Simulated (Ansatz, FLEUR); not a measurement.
A FLEUR input for a self-consistent single point of KI (Fm-3m, 2 atoms in the cell) (DFT, PBE, all-electron FLAPW (FLEUR), scalar-relativistic valence):

Input of the input generator:

```
KI crystal
&input film=f /
0.0000000000 6.5465782135 6.5465782135
6.5465782135 0.0000000000 6.5465782135
6.5465782135 6.5465782135 0.0000000000
1.0
1.0 1.0 1.0

2
19 0.0000000000 0.0000000000 0.0000000000
53 0.5000000000 0.5000000000 0.5000000000

&comp jspins=1 /
&kpt div1=4 div2=4 div3=4 gamma=t /
&end /
```

```xml
<?xml version="1.0" encoding="UTF-8" standalone="no"?>
<fleurInput fleurInputVersion="0.39">
   <comment>
      KI crystal                                                                                          
   </comment>
   <calculationSetup>
      <cutoffs Kmax="3.8" Gmax="15.2" GmaxXC="15.2" numbands="0"/>
      <scfLoop itmax="100" minDistance="0.00001" maxIterBroyd="40" imix="Anderson" alpha="0.05" precondParam="0.0" spinf="2.0"/>
      <coreElectrons ctail="T" frcor="F" kcrel="0" coretail_lmax="0"/>
      <xcFunctional name="pbe" relativisticCorrections="F"/>
      <magnetism jspins="1"/>
      <soc l_soc="F" theta="0.0" phi="0.0" spav="F"/>
      <expertModes spex="0" secvar="F"/>
      <geometryOptimization l_f="T" forcealpha="1.0" forcemix="BFGS" epsdisp="0.00001" epsforce="0.00001"/>
      <ldaU l_linMix="F" mixParam="0.05" spinf="1.0"/>
   </calculationSetup>
   <cell>
      <bzIntegration valenceElectrons="26.0" mode="hist" fermiSmearingEnergy="0.00183747">
         <kPointListSelection listName="default-1"/>
         <!-- k-points included here -->
         <xi:include xmlns:xi="http://www.w3.org/2001/XInclude" href="kpts.xml"> </xi:include>
      </bzIntegration>
      <!-- symmetry operations included here -->
      <xi:include xmlns:xi="http://www.w3.org/2001/XInclude" href="sym.xml"> </xi:include>
      <bulkLattice scale="1.0">
         <bravaisMatrix>
            <row-1>    0.0000000000000000     6.5465782135000001     6.5465782135000001</row-1>
            <row-2>    6.5465782135000001     0.0000000000000000     6.5465782135000001</row-2>
            <row-3>    6.5465782135000001     6.5465782135000001     0.0000000000000000</row-3>
         </bravaisMatrix>
      </bulkLattice>
   </cell>
   <atomSpecies>
      <species name="Potassium (K)" element="K" atomicNumber="19">
         <mtSphere radius="2.68" gridPoints="925" logIncrement="0.013"/>
         <atomicCutoffs lmax="10" lnonsphr="8"/>
         <electronConfig flipSpins="F">
            <coreConfig>(1s1/2) (2s1/2) (2p1/2) (2p3/2)</coreConfig>
            <valenceConfig>(3s1/2) (3p1/2) (3p3/2) (4s1/2)</valenceConfig>
            <stateOccupation state="(4s1/2)" spinUp="0.5" spinDown="0.5"/>
         </electronConfig>
         <energyParameters s="4" p="4" d="3" f="4"/>
         <lo type="SCLO" l="0" n="3" eDeriv="0"/>
         <lo type="SCLO" l="1" n="3" eDeriv="0"/>
      </species>
      <species name="Iodine (I)" element="I" atomicNumber="53">
         <mtSphere radius="2.68" gridPoints="925" logIncrement="0.014"/>
         <atomicCutoffs lmax="10" lnonsphr="8"/>
         <electronConfig flipSpins="F">
            <coreConfig>(1s1/2) (2s1/2) (2p1/2) (2p3/2) (3s1/2) (3p1/2) (3p3/2) (4s1/2) (3d3/2) (3d5/2) (4p1/2) (4p3/2)</coreConfig>
            <valenceConfig>(5s1/2) (4d3/2) (4d5/2) (5p1/2) (5p3/2)</valenceConfig>
            <stateOccupation state="(5p1/2)" spinUp="0.8333333333333" spinDown="0.8333333333333"/>
            <stateOccupation state="(5p3/2)" spinUp="1.6666666666667" spinDown="1.6666666666667"/>
         </electronConfig>
         <energyParameters s="5" p="5" d="5" f="4"/>
         <lo type="SCLO" l="2" n="4" eDeriv="0"/>
      </species>
   </atomSpecies>
   <atomGroups>
      <atomGroup species="Potassium (K)">
         <relPos label="                   1">.0000000000 .0000000000 .0000000000</relPos>
         <force calculate="T" relaxXYZ="TTT"/>
      </atomGroup>
      <atomGroup species="Iodine (I)">
         <relPos label="                   2">1.000/2.000 1.000/2.000 1.000/2.000</relPos>
         <force calculate="T" relaxXYZ="TTT"/>
      </atomGroup>
   </atomGroups>
   <output dos="F" band="F" slice="F">
      <checks vchk="F" cdinf="F"/>
      <bandDOS minEnergy="-.5*Htr" maxEnergy="0.5*Htr" sigma="0.015" storeEVData="T"/>
      <vacuumDOS vacdos="F" integ="F" star="F" nstars="0" locx1="0.0" locy1="0.0" locx2="0.0" locy2="0.0" nstm="0" tworkf="0.0"/>
      <unfoldingBand unfoldBand="F" supercellX="1" supercellY="1" supercellZ="1"/>
      <plotting iplot="0" polar="F">
         <plot TwoD="T" vec1="  1.0  0.0  0.0" vec2="  0.0  1.0  0.0" vec3="  0.0  0.0  1.0" zero="  0.0  0.0  0.0" file="plot"/>
      </plotting>
      <chargeDensitySlicing numkpt="0" minEigenval="0.0" maxEigenval="0.0" nnne="0" pallst="F"/>
      <specialOutput eonly="F"/>
      <magneticCircularDichroism mcd="F" energyLo="-10.0" energyUp="0.0"/>
   </output>
  <!-- We include the file relax.xml here to enable relaxations (see documentation) -->
  <xi:include xmlns:xi="http://www.w3.org/2001/XInclude" href="relax.xml"> <xi:fallback/> </xi:include>
</fleurInput>
```

Task: Write the same calculation as an input for Ansatz (a program for electronic structure).

Result: This is the input that was run; spellings and numerical settings could be chosen otherwise.

Ansatz 0.2 input:
```yaml
# KI
crystal:
  lattice:
    - [0.00000000, 3.46430000, 3.46430000]
    - [3.46430000, 0.00000000, 3.46430000]
    - [3.46430000, 3.46430000, 0.00000000]
  atoms:
    - { symbol: K, position: [0.00000000, 0.00000000, 0.00000000] }
    - { symbol: I, position: [0.50000000, 0.50000000, 0.50000000] }
kpoints:
  mp_grid: { grid: [4, 4, 4] }
hamiltonian:
  xc: pbe
  pseudopotentials: { kind: paw }
scf:
  occupations: { method: fermi_dirac, width: 0.05 eV }
output:
  forces: true
  eigenvalues: true
  stress: true
```

Basis, cutoffs, solver keys and any potentials are the target program's own. This input uses DFT, PBE, plane waves, default PAW files. Both were run: gap on the mesh 4.146 eV in FLEUR and 4.109 in Ansatz.

On FLEUR: the starting cell has typed, rounded lattice constants, without a prior relaxation at this level. For this run, on top of that: lattice scaled by 0.98. Spin-orbit coupling is off. Values depend on the basis (sphere radii, cutoffs, local orbitals), which need not be converged.

On Ansatz: the starting cell has typed, rounded lattice constants, without a prior relaxation at this level. For this run, on top of that: lattice scaled by 0.98. Spin-orbit coupling is off.
